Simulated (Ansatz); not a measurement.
A self-consistent single point of CaPb3 (P4mm, 4 atoms in the cell) with Ansatz (a quantum-chemistry and plane-wave program).

Level of theory: PBEsol, default PAW files made with PBE (plane waves; Ansatz).

```
CELL_PARAMETERS angstrom
      4.90277     0.00000     0.00000
      0.00000     4.90277     0.00000
      0.00000     0.00000     4.90277
ATOMIC_POSITIONS crystal
  Ca 0.00000 0.00000 0.01020
  Pb 0.00000 0.50000 0.50000
  Pb 0.50000 0.00000 0.50000
  Pb 0.50000 0.50000 0.00000
```

Reference input (self-consistent single point, DFT, PBEsol, plane waves, default PAW files made with PBE): basis.ecutwfc = 420 eV; kpoints.mp_grid.grid = 7 7 7; hamiltonian.xc = pbesol; hamiltonian.pseudopotentials = {kind: paw} (the program's default PAW files); scf.occupations.method = gaussian; scf.occupations.width = 0.1 eV. This run's input differs from it in these lines:

Ansatz 0.2 input:
```diff
@@ -13,3 +13,3 @@
 kpoints:
-  mp_grid: { grid: [7, 7, 7] }
+  mp_grid: { grid: [12, 12, 12] }
 hamiltonian:
@@ -18,3 +18,3 @@
 scf:
-  occupations: { method: gaussian, width: 0.1 }
+  occupations: { method: methfessel_paxton, width: 1.0 }
 output:
```

Output (repeated stretches shortened):

```
SCF iter   1: F=—  HF=-37059.972255 eV  |F-HF|=—  |Δ(HF+E_count)|=         —  Δρ=3.19e-3  dr2=2.69e-2  ethr=1.77e-3  ⟨swp⟩=10.0  Hψ=40568  notcnv=0
all-band conjugate gradients solve this SCF's bands
preconditioner: auto → Kerker (q_TF=auto, 2.381 Å⁻¹)
SCF iter   2: F=—  HF=-37059.968216 eV  |F-HF|=—  |Δ(HF+E_count)|=   4.04e-3  S|Δr|=    0.00e0  Δρ=1.63e-3  dr2=8.05e-3  ethr=5.17e-5  ⟨swp⟩=1.0  Hψ=8826  notcnv=0
   [... lines left out ...]
SCF iter   5: F=—  HF=-37059.965439 eV  |F-HF|=—  |Δ(HF+E_count)|=   1.49e-5  S|Δr|=    0.00e0  Δρ=3.28e-5  dr2=1.06e-6  ethr=4.86e-8  ⟨swp⟩=2.1  Hψ=11714  notcnv=0
SCF iter   6: F=—  HF=-37059.965439 eV  |F-HF|=—  |Δ(HF+E_count)|=   5.89e-7  S|Δr|=    0.00e0  Δρ=8.74e-6  dr2=1.10e-7  ethr=1.92e-10  ⟨swp⟩=8.4  Hψ=35720  notcnv=0
SCF iter   7: F=-37059.965439 eV  HF=-37059.965439 eV  |F-HF|=3.02e-9  |Δ(HF+E_count)|=   7.16e-9  S|Δr|=    0.00e0  Δρ=2.93e-6  dr2=9.29e-9  ethr=1.92e-10  ⟨swp⟩=4.0  Hψ=20198  notcnv=0
SCF 1 converged in 7 iterations: F = -37059.965439 eV  dr2 = 9.29e-9
Stability not checked (fill_not_monotonic)
Free energy (F): -37059.965439 eV
Internal energy: -37060.037607 eV  (E = F + TS)
E sigma→0 (E₀):  -37059.983481 eV
Entropy (-TS):   0.072168 eV (18.042 meV/atom)
Fermi energy:    10.252061 eV
--- Forces (eV/Å), atoms counted from 1 ---
  atom   1  Ca     0.00000000     0.00000000    -0.14303169
  atom   2  Pb     0.00000000     0.00000000     0.07714624
  atom   3  Pb    -0.00000000     0.00000000     0.07714624
  atom   4  Pb     0.00000000     0.00000000    -0.01124055
--- Stress (GPa, compression-positive) ---
       -1.036452       0.000000       0.000000
        0.000000      -1.036452       0.000000
        0.000000       0.000000      -1.037488
  P = ⅓ Tr σ = -1.0368 GPa (-10.368 kbar)
  The stress holds the Pulay correction. Without it, at fixed plane waves, as pw.x and ABINIT print it: P = -1.0519 GPa
```

The run converged in 7 iterations. Against the reference run the free energy falls by 1.2 meV/atom, the pressure goes from -0.92 to -1.04 GPa and the largest force stays at 0.143 eV/Å.

The starting cell comes from a database of computed structures (which also holds hypothetical and non-ambient phases and stackings), without a prior relaxation at this level. Its lattice was rescaled by up to half a per cent. One atom was moved a little off its site on purpose. Ansatz's pressure includes its estimate of the finite-basis (Pulay) stress.

Cost on one core of a shared machine: roughly 70 s.
